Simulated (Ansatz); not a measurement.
Cost and result by functional for the adsorption energy of OH on the 1x1 (10-10) surface of wurtzite AlN (cut with top plane Al + N), one in a 2x1 cell, started at the site 'hollow Al', in Ansatz (plane waves, PAW). Single points on the PBE structure, on one kind of machine; costs are rough ratios of the slab run's core time (references not counted) to the cheapest single point. r2SCAN's cost holds its higher cutoff (500 against 420 eV). Differences are taken against r2SCAN for comparison alone: no measured value is at hand, so the table doesn't rank accuracy. The points keep PBE's geometry, so the relaxation of a polaron and the settling of charge on one site are left out.

Host crystal: wurtzite AlN, with a band gap (PBE, scalar-relativistic without spin-orbit coupling).

Model: 34-atom slab, 8.9 Å thick at the start under the adsorbate (thin: gaps and levels are the slab's own), 3x4x1 mesh, Fermi-Dirac 0.01 eV, dipole correction, 16 atoms held, the rest relaxed; no symmetry held; spin-polarised, ending with about 1.0 μB a cell; orders that need a larger cell were not tried, no spin-orbit, no U, no dispersion correction. At the end it is bonded to Al. In PBE it is, or lies within 0.03 eV of, the lowest of the starts that converged. These notes are the PBE run's. RPBE: The program's check for a lower electronic state was not made. r2SCAN: The program's check for a lower electronic state was not made. Adsorption energies are against H2O(g) − ½ H2(g). A negative adsorption energy means that the adsorbate is more stable on the surface than in its reference.

```json
[
 {"functional": "RPBE", "relative cost": "1", "adsorption energy (eV)": "-0.19", "less r2SCAN (eV)": "0.39"},
 {"functional": "r2SCAN", "relative cost": "2", "adsorption energy (eV)": "-0.58", "less r2SCAN (eV)": "0.00"},
 {"functional": "PBE (the relaxed run's value)", "relative cost": "–", "adsorption energy (eV)": "-0.22", "less r2SCAN (eV)": "0.36"}
]
```

The values span 0.39 eV, while the single points' costs differ by a factor of roughly 2. Differences are of unrounded values.

Ansatz is a first-principles code.
